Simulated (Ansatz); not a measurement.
Results of LDA (PAW; Ansatz, a first-principles code) for ZrN (P6₃/mmc, No. 194, 4 atoms in the cell; start mp-1093992; a measured phase of this formula has another space group).

Settings: plane-wave cutoff 520 eV, 18×18×10 k mesh (along the axes of the cell as run), Fermi–Dirac smearing 0.05 eV, scalar-relativistic PAW data made under PBE.

Cell (relaxed at this level):

```cif
data_N2Zr2
_chemical_formula_sum 'Zr2 N2'
_space_group_name_H-M_alt 'P63/mmc'
_space_group_IT_number 194
_space_group_name_Hall '-P 6c 2c'
_cell_length_a 3.14252
_cell_length_b 3.14252
_cell_length_c 5.40928
_cell_angle_alpha 90.000
_cell_angle_beta 90.000
_cell_angle_gamma 120.000
loop_
_atom_site_label
_atom_site_type_symbol
_atom_site_symmetry_multiplicity
_atom_site_Wyckoff_symbol
_atom_site_fract_x
_atom_site_fract_y
_atom_site_fract_z
_atom_site_occupancy
Zr1 Zr 2 c 0.33333 0.66667 0.25000 1
N1 N 2 a 0.00000 0.00000 0.00000 1
```

Question: Estimate the bulk modulus B0 that the calculation returns.

Answer: 
- bulk modulus B0 = 279 GPa

The run finds no gap.

Note: the bulk modulus is −V dP/dV from two relaxed cells at ±2 % in volume; the relaxation could not lower the start's symmetry, so the cell can be a saddle point above a distorted one.

The computed numbers hold no vibrational or temperature effects.

A start named mp-… is a Materials Project structure, which need not be a measured phase.
